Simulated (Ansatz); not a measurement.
We consider BiCl₃ (Pnma, No. 62; cell taken from a computed entry), described by HSE06 (plane waves, PAW; Ansatz, a first-principles code).

Numerical settings: plane-wave cutoff 500 eV, 4×4×4 k mesh, gaussian smearing 0.02 eV, scalar-relativistic PAW data made under PBE.

Cell (relaxed with r²SCAN):

```yaml
crystal:
  lattice:
    - [7.74659, 0.00000, 0.00000]
    - [0.00000, 8.92926, 0.00000]
    - [0.00000, 0.00000, 6.42068]
  atoms:
    - { symbol: Bi, position: [0.55707, 0.75000, 0.50980] }
    - { symbol: Bi, position: [0.44293, 0.25000, 0.49020] }
    - { symbol: Bi, position: [0.94293, 0.25000, 0.00980] }
    - { symbol: Bi, position: [0.05707, 0.75000, 0.99020] }
    - { symbol: Cl, position: [0.32733, 0.93773, 0.64052] }
    - { symbol: Cl, position: [0.67267, 0.06227, 0.35948] }
    - { symbol: Cl, position: [0.17267, 0.06227, 0.14052] }
    - { symbol: Cl, position: [0.82733, 0.93773, 0.85948] }
    - { symbol: Cl, position: [0.82733, 0.56227, 0.85948] }
    - { symbol: Cl, position: [0.17267, 0.43773, 0.14052] }
    - { symbol: Cl, position: [0.67267, 0.43773, 0.35948] }
    - { symbol: Cl, position: [0.32733, 0.56227, 0.64052] }
    - { symbol: Cl, position: [0.05440, 0.25000, 0.64460] }
    - { symbol: Cl, position: [0.94560, 0.75000, 0.35540] }
    - { symbol: Cl, position: [0.44560, 0.75000, 0.14460] }
    - { symbol: Cl, position: [0.55440, 0.25000, 0.85540] }
```

### Question
What does this level give for the band gap?

### Answer

* **band gap**: 4.49 eV (on the SCF k mesh)

Note: cell and atoms aren't relaxed at this level (largest force component 0.21 eV/Å).

Spin–orbit coupling is not included; with these elements it can move the gap by several tenths of an eV or more.

Static lattice: no zero-point or thermal effects.
